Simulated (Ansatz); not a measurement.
Results of RPBE in Ansatz (PAW) for L1₀ (CuAu-type) TiAl.

Settings: plane-wave cutoff 520 eV, 20×20×14 k mesh (along the axes of the cell as run), Fermi–Dirac smearing 0.05 eV, no spin polarisation, scalar-relativistic PAW data made under PBE.

Computed at the level's own relaxed cell.

**Question.** Give the computed bulk modulus B0, c axis length (two-atom tetragonal cell) and pressure derivative B′ of the bulk modulus.

**Answer.** 
- bulk modulus B0 = 108 GPa
- c axis length (two-atom tetragonal cell) = 4.106 Å
- pressure derivative B′ of the bulk modulus = 3.9

The run finds no gap.

Measured, for comparison: lattice parameter c 4.077 Å (temperature not stated, not corrected to a static lattice; as tabulated in Zope and Mishin (2003), arXiv:cond-mat/0306298). Computed (rounded) less measured: lattice parameter c +0.7 %.

Note: the bulk modulus comes from volumes at which shape and atoms were relaxed.

Ansatz is a program for electronic structure.
